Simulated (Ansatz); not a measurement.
The starting structures come from a database of crystals and need not be the phases stable at ambient conditions.

Inside the gap of an insulator the Bloch states are evanescent, with a wavenumber k + iκ along the transport direction.

Consider the following.

```
CELL_PARAMETERS angstrom
      3.76694     0.00000     0.00000
      0.00000     6.61621     0.00000
      1.88347    -1.79349     5.88641
ATOMIC_POSITIONS crystal
  Ti 0.19529 0.71624 0.60942
  Ti 0.80471 0.28376 0.39058
  Ti 0.90007 0.71040 0.19986
  Ti 0.09993 0.28960 0.80014
  O  0.94165 0.36998 0.11670
  O  0.05835 0.63002 0.88330
  O  0.36193 0.70660 0.27614
  O  0.63807 0.29340 0.72386
  O  0.86719 0.00471 0.26562
  O  0.13281 0.99529 0.73438
  O  0.26349 0.34750 0.47302
  O  0.73651 0.65250 0.52698
```

The cell is taken as given; by r2SCAN it stands under a pressure of -5.6 GPa.

Transport runs along the normal of the first two printed cell vectors.

The gap is the functional's own, uncorrected, and κ follows it; spin-orbit coupling is left out. Mid-gap means the computed energy nearest the middle.

Task: Predict the band gap and the smallest decay constant κ at mid-gap from r2SCAN in Ansatz (an electronic-structure program).

Result: Gap 3.11 eV on a 8×6×8 mesh; κ = 0.396 1/Å, at (0.500, 0.000) of the in-plane reciprocal vectors. At the zone centre the slowest state has κ = 0.53 1/Å.
